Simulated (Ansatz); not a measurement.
A zone-centre phonon calculation of YbZn (Pm-3m, 2 atoms in the cell) with Ansatz (a program for electronic structure).

Computed with LDA (PW92), default PAW files made with PBE (plane waves; Ansatz).

```
CELL_PARAMETERS angstrom
      3.59371     0.00000     0.00000
      0.00000     3.59371     0.00000
      0.00000     0.00000     3.59371
ATOMIC_POSITIONS crystal
  Yb 0.00000 0.00000 0.00000
  Zn 0.50000 0.50000 0.50000
```

Reference input (self-consistent single point, DFT, LDA (PW92), plane waves, default PAW files made with PBE): basis.ecutwfc = 420 eV; kpoints.mp_grid.grid = 9 9 9; hamiltonian.xc = lda; hamiltonian.pseudopotentials = {kind: paw} (the program's default PAW files); scf.occupations.method = fermi_dirac; scf.occupations.width = 0.1 eV. This run's input differs from it in these lines:

```diff
@@ -22,6 +22,6 @@
     width: 0.1 eV
-output:
-  forces: true
-  eigenvalues: true
-  stress: true
+  convergence:
+    dr2_threshold: 1.0e-09 eV
+phonons:
+  method: dfpt
```

Output, abridged:

```
SCF iter   1: F=—  HF=-16807.557395 eV  |F-HF|=—  |Δ(HF+E_count)|=         —  Δρ=1.80e-2  dr2=1.31e-1  ethr=1.77e-3  ⟨swp⟩=6.0  Hψ=7714  notcnv=0
all-band conjugate gradients solve this SCF's bands
preconditioner: auto → Kerker (q_TF=auto, 2.615 Å⁻¹)
SCF iter   2: F=—  HF=-16807.545734 eV  |F-HF|=—  |Δ(HF+E_count)|=   1.17e-2  Δρ=5.57e-3  dr2=1.36e-2  ethr=3.63e-4  ⟨swp⟩=2.1  Hψ=3080  notcnv=0
   [... lines left out ...]
SCF iter   7: F=—  HF=-16807.544213 eV  |F-HF|=—  |Δ(HF+E_count)|=   1.58e-6  Δρ=3.43e-5  dr2=7.26e-7  ethr=1.75e-8  ⟨swp⟩=2.0  Hψ=2449  notcnv=0
SCF iter   8: F=—  HF=-16807.544214 eV  |F-HF|=—  |Δ(HF+E_count)|=   6.87e-7  Δρ=7.84e-6  dr2=2.69e-8  ethr=2.02e-9  ⟨swp⟩=2.2  Hψ=3039  notcnv=0
SCF iter   9: F=—  HF=-16807.544214 eV  |F-HF|=—  |Δ(HF+E_count)|=   2.60e-9  Δρ=1.46e-6  dr2=1.40e-9  ethr=7.48e-11  ⟨swp⟩=2.1  Hψ=2960  notcnv=0
SCF iter  10: F=-16807.544214 eV  HF=-16807.544214 eV  |F-HF|=2.36e-10  |Δ(HF+E_count)|=  1.49e-10  Δρ=4.79e-7  dr2=9.68e-11  ethr=2.78e-12  ⟨swp⟩=8.7  Hψ=11188  notcnv=0
SCF 1 converged in 10 iterations: F = -16807.544214 eV  dr2 = 9.68e-11
DFPT response loops at Γ: preconditioner auto → Kerker (q_TF=auto, 2.615 Å⁻¹) (partly filled bands, converged f_vac=0.000) …
Free energy (F): -16807.544214 eV
Internal energy: -16807.442829 eV  (E = F + TS)
E sigma→0 (E₀):  -16807.493521 eV
Entropy (-TS):   -0.101384 eV (-50.692 meV/atom)
Fermi energy:    11.381012 eV
--- Phonons (Γ-DFPT): 2 representative perturbations + reference, on 75 of 729 k-points (Σ response iterations 12) ---
  k mesh reduced under 8 symmetry operations, with k and −k counted as one. Each operation leaves every solved perturbation unchanged …
  ASR residual: 4.376e-4 → 0.000e0 eV/Å²; symmetrization residual: 3.228e-7 eV/Å²
  ASR residual per site (eV/Å²): 4.38e-4 3.71e-5
  Γ frequencies (cm⁻¹): 0.00 0.00 0.00 112.87 112.87 112.87
  non-analytic LO–TO correction: not included (Born effective charges unavailable; polar crystals: no LO–TO splitting at Γ)
```

The run converged in 10 iterations. 

Summary of the result:
Free energy E − TS (on the zero of these files): -16807.5442 eV
Fermi level (on the code's own zero): 11.38 eV
Zone-centre frequencies (cm⁻¹; negative means imaginary): 0, 0, 0, 113, 113, 113

The starting cell comes from a database of computed structures (which also holds hypothetical and non-ambient phases and stackings), without a prior relaxation at this level. Its lattice was rescaled by up to half a per cent. Spin polarisation is off.

Cost on one core of a shared machine: roughly 30 s.

Keys are those of Ansatz 0.2.
